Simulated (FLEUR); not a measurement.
**Equation of state of zinc-blende ZnS (space group 216): energy against volume (FLEUR, PBE)**

```
CELL_PARAMETERS angstrom
      0.00000     2.65690     2.65690
      2.65690     0.00000     2.65690
      2.65690     2.65690     0.00000
ATOMIC_POSITIONS crystal
  Zn 0.00000 0.00000 0.00000
  S  0.75000 0.75000 0.75000
```

Computed with FLEUR with PBE, all-electron FLAPW (FLEUR), scalar-relativistic valence. Settings: Kmax = 4.67 1/bohr; GmaxXC = 18.7 1/bohr; xcFunctional = pbe; jspins = 1; l_soc = F; mode = hist; fermiSmearingEnergy = 0.00036749 Htr; mesh (inpgen div1-3) = 10 10 10; inpgen gamma flag = true; Gmax = 18.7 1/bohr; numbands = 0; maxIterBroyd = 99; imix = Anderson; alpha = 0.05; precondParam = 0; minDistance = 1e-05 me/bohr^3. The cell above is the first row's. The rows scale it uniformly. In all rows fractional positions and the k mesh are held. E is the free energy at the stated smearing, counted from the lowest row.

```
V (Å^3/atom)  E (meV/atom)
------------  ------------
18.755               25.65
19.163               12.59
19.571                4.28
19.979                0.23
20.386                0.00
20.794                3.16
21.202                9.39
21.610               18.35
22.017                   ?
```

The 8 complete rows are fitted with the third-order Birch-Murnaghan form, a cubic in V^(-2/3), E against V. With u = V^(-2/3) - 0.135, the rows have u = 0.006663, 0.004645, 0.002697, 0.000816, -0.000998, -0.002756, -0.004458, -0.006107. Least squares gives E = -0.315 + 229.9·u + 544014·u² + 958327·u³. Residuals (row less fit): -0.002, 0.003, -0.001, -0.005, 0.004, -0.003, 0.003, -0.002; standard error 0.005 (degrees of freedom: 4). Its minimum lies at u = -0.000211, so V0 = (0.134789)^(-3/2) = 20.21. There d²E/du² = 1087000 and d³E/du³ = 5750000, so B0 = (4/9) × 20.21^(-7/3) × 1087000 × 0.160218 = 69.6 GPa (the last factor turns the table's units into GPa), and B0' = 4 + (2/3) × 0.134789 × (5750000)/1087000 = 4.5.

Problem. What does the fit predict for E at V = 22.017, and how far is the calculated value from it?

Solution. u = -0.007700, so E = -0.315 + 229.9 × (-0.007700) + 544014 × (-0.007700)² + 958327 × (-0.007700)³ = 29.732 meV/atom. The calculation gives 29.75 meV/atom, 0.018 meV/atom above the prediction (0.1 % of the range of E in the table). The row lies outside the fitted rows, so this is an extrapolation. From the scatter of the fitted rows alone, a prediction at this place has a standard error of 0.011 meV/atom, so the miss is 1.6 times that.

Carrying the step between the two nearest rows on in a straight line would have given 27.29, off by 2.46; series whose last step already gives the withheld value aren't shown. The scan was laid around a cell of about the measured size, scaled by a guess for this functional. The runs keep the symmetry of the cell, so they don't test it for distortions. Values depend on the basis (sphere radii, cutoffs, local orbitals), which need not be converged. Cutoffs and mesh are single choices, not tested for convergence of this quantity. Series with a scatter that would blur these digits, or in which a gap closes, are not shown. Nor are scans whose minimum lies at an end fitted in this form.
